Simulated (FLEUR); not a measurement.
Worked example: self-consistent single point of Lu2AlCo3 (R-3m, 6 atoms in the cell) in FLEUR.

Method: LDA (Perdew-Zunger), all-electron FLAPW (FLEUR), scalar-relativistic valence in FLEUR.

```yaml
crystal:
  lattice:
    - [2.59551, 1.49852, 3.79453]
    - [-2.59551, 1.49852, 3.79453]
    - [0.00000, -2.99704, 3.79453]
  atoms:
    - { symbol: Lu, position: [0.37115, 0.37115, 0.37115] }
    - { symbol: Lu, position: [0.62885, 0.62885, 0.62885] }
    - { symbol: Al, position: [0.00000, 0.00000, 0.00000] }
    - { symbol: Co, position: [0.50000, 0.00000, 0.00000] }
    - { symbol: Co, position: [0.00000, 0.50000, 0.00000] }
    - { symbol: Co, position: [0.00000, 0.00000, 0.50000] }
```

Reference input (self-consistent single point, DFT, PBEsol, all-electron FLAPW (FLEUR), scalar-relativistic valence): Kmax = 4.4 1/bohr; GmaxXC = 13.2 1/bohr; xcFunctional = PBEs; jspins = 1; l_soc = F; mode = hist; fermiSmearingEnergy = 0.00367493 Htr; mesh (inpgen div1-3) = 6 6 6; inpgen gamma flag = true; Gmax = 13.2 1/bohr; numbands = 0; maxIterBroyd = 15. This run's input differs from it in these lines:

```diff
@@ -18,3 +18,3 @@
 &comp jspins=1 /
-&exco xctyp='PBEs' /
+&exco xctyp='pz' /
 &kpt div1=6 div2=6 div3=6 gamma=t /
@@ -31,3 +31,3 @@
       <coreElectrons ctail="T" frcor="F" kcrel="0" coretail_lmax="0"/>
-      <xcFunctional name="PBEs" relativisticCorrections="F"/>
+      <xcFunctional name="pz" relativisticCorrections="F"/>
       <magnetism jspins="1"/>
```

Output (repeated stretches shortened):

```
 Iteration:     1   Distance:      30.40425499 me/bohr^3
 Iteration:     2   Distance:      14.98272515 me/bohr^3
 Iteration:     3   Distance:      10.97677774 me/bohr^3
 Iteration:     4   Distance:       8.27119415 me/bohr^3
 Iteration:     5   Distance:       5.81415911 me/bohr^3
   [... 14 lines left out ...]
 Iteration:    20   Distance:       0.00006648 me/bohr^3
 Iteration:    21   Distance:       0.00004948 me/bohr^3
 Iteration:    22   Distance:       0.00001022 me/bohr^3
 Iteration:    23   Distance:       0.00000366 me/bohr^3
 Reset of history
 Run finished successfully
 Stop message:
   Structural relaxation: new displacements generated

[file out, last iteration]
             iter=     24
[...]
          total density-effective poten   -5.7277230867E+04
          total charge density-energy d   -7.7663438879E+02
 Updated energy parameters for spin:           1
[...]
 fermi energy and band-weighting factors:
   [... 7 lines left out ...]

[...]
FERMIE:
          first approx. to ef    (T=0)  :   0.403041 htr   (energy of the highest occ. eigenvalue)
          number of occ. states  (T=0)  :       1569
          first approx. to seigv (T=0)  : -25.247966 htr
          sum of weights of occ. states :  49.037037
          sum of semicore charge        :   0.000000 e
FERHIS:  Fermi-Energy by histogram:
          bandgap                     :   0.000086 htr
   [... lines left out ...]
          charge neutrality (T=0)     :   0.074074    (zero if the highest occ. eigenvalue is "entirely" occupied)
     EF_NEWTON:  Adjust Fermi-Energy by Newton-Method.
 Direct bandgap for spin            1 :    9.8198599016841026E-004  Htr
 ---->    free energy=                    -33560.1131455645 htr
   [... lines left out ...]
 TOTAL FORCE FOR ATOM TYPE=  1  X=  0.000   Y=  0.000   Z=  7.984
                       FX_TOT= 0.000000 FY_TOT= 0.000000 FZ_TOT= 0.001902
 TOTAL FORCE FOR ATOM TYPE=  2  X=  0.000   Y=  0.000   Z=  0.000
                       FX_TOT= 0.000000 FY_TOT= 0.000000 FZ_TOT= 0.000000
 TOTAL FORCE FOR ATOM TYPE=  3  X=  2.452   Y=  1.416   Z=  3.585
                       FX_TOT= 0.000000 FY_TOT= 0.000000 FZ_TOT= 0.000000
```

The run converged in 23 iterations. FLEUR gives forces in its relaxation mode, with a further iteration, so its stop message speaks of a relaxation. 

The starting cell comes from a database of computed structures (which also holds hypothetical and non-ambient phases and stackings), without a prior relaxation at this level. Its lattice was rescaled by a random factor within 2.5 % of one. Spin-orbit coupling is off. Spin polarisation is off. Values depend on the basis (sphere radii, cutoffs, local orbitals), which need not be converged. The log's line on a gap gives a spacing of levels on this mesh, which the program prints for metals too.

Cost on one core of a shared machine: roughly 7 min.
